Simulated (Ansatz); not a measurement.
# cubic BaZrO3 (0 0 1) on zinc-blende GaAs (0 0 1) (film strained to the substrate, started from cuts of the bulks and a machine-learned relaxation; metallic at this level, with no gap by band count; slabs As6Ga5 and Ba3O7Zr2, which can lie off the formulas)

A periodic stack without vacuum, cubic BaZrO3 (0 0 1) on zinc-blende GaAs (0 0 1) (film strained to the substrate, started from cuts of the bulks and a machine-learned relaxation; metallic at this level, with no gap by band count; slabs As6Ga5 and Ba3O7Zr2, which can lie off the formulas): substrate slab As6Ga5, film Ba3O7Zr2, surface cells [[1, 0], [1, 1]] and [[0, 1], [-1, 0]], film strained by -3.9 and -3.9 %, outermost planes As/As and BaO/BaO as cut, which need not be the usual terminations and can put a slab off its formula.

The start was prepared with a machine-learned potential, and the result is one local minimum, with the in-plane cell held and forces under 0.04 eV/Å; the film can end far from its bulk form.

Calculation: PBE (plane waves to 420 eV, PAW; Ansatz, a program for electronic structure). Spin–orbit coupling is left out; PBE gaps are too small against experiment. Its k-point mesh 6×6×1, Fermi–Dirac width 0.05 eV.

- interface area = 16.5 Å²
- period = 28.36 Å
- heights between the nearest atoms of the two slabs at the two interfaces = 2.81 and 1.77 Å
- As–Ba contacts across the interfaces within 1.22 times the sum of covalent radii = 6, mean 3.53 Å
- As–O contacts across the interfaces within 1.22 times the sum of covalent radii = 1, mean 1.87 Å
- Ba–Ga contacts across the interfaces within 1.22 times the sum of covalent radii = 1, mean 3.75 Å
- spin-polarised check at this geometry = falls back to no moment
- slope of the mean potential energy in the substrate = +1.1 MV/cm × e

```xyz
23
Lattice="4.0617 0.0010 0.1302 -0.0002 4.0630 -0.1018 1.2402 0.6685 28.4059" Properties=species:S:1:pos:R:3 pbc="T T T"
As     4.4014     1.3676     3.9813
As     1.6881     3.3282     1.0907
As     4.1820     1.5118     9.7235
As     2.2340     3.4707     6.7399
As     3.9961     1.6508    15.4880
As     2.0594     3.6133    12.4697
Ga     4.3088     3.4354     5.3712
Ga     2.4362     1.3301     2.4588
Ga     4.1361     3.5796    11.1122
Ga     2.1973     1.4752     8.2278
Ga     2.0111     1.6188    13.9879
Ba     1.8496     1.6704    18.2280
O      3.6535     3.7317    18.7023
Ba     1.5443     1.7988    22.8726
Zr     3.6528     3.7751    20.6910
O      1.6033     3.7833    20.9415
O      3.6181     1.7518    21.0587
O      3.5646     3.8384    23.2087
Ba     1.3440     1.9127    27.4101
Zr     3.4962     3.8884    25.1937
O      1.4568     3.8952    25.4467
O      3.4714     1.8649    25.5776
O      3.5888     3.9519    27.7441
```
